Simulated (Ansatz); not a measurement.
System: 1T (CdI2-type) MgI₂. Method: PBE-D3(BJ)+SOC (plane waves, PAW; Ansatz, a program for electronic structure).

Run with plane-wave cutoff 520 eV, 12×12×6 k mesh (along the axes of the cell as run), PAW data made under PBE.

Cell (relaxed at this level):

```cif
data_I2Mg
_chemical_formula_sum 'Mg1 I2'
_space_group_name_H-M_alt 'P 1'
_space_group_IT_number 1
_cell_length_a 4.12721
_cell_length_b 4.12721
_cell_length_c 6.83354
_cell_angle_alpha 90.000
_cell_angle_beta 90.000
_cell_angle_gamma 120.000
loop_
_space_group_symop_operation_xyz
  'x, y, z'
loop_
_atom_site_label
_atom_site_type_symbol
_atom_site_fract_x
_atom_site_fract_y
_atom_site_fract_z
_atom_site_occupancy
Mg1 Mg 0.00000 0.00000 0.00000 1
I1 I 0.33333 0.66667 0.24561 1
I2 I 0.66667 0.33333 0.75439 1
```

Question: Predict the elastic constant C11, elastic constant C13, elastic constant C12, elastic constant C33, elastic constant C44 and elastic constant C66.

Answer: 
elastic constant C11: 48.5 GPa
elastic constant C13: 6.32 GPa
elastic constant C12: 13.5 GPa
elastic constant C33: 21.9 GPa
elastic constant C44: 5.75 GPa
elastic constant C66: 17.5 GPa

Elastic constants are with the ions relaxed.

Static lattice: no zero-point or thermal effects.

Computing time: roughly 40 core-minutes.
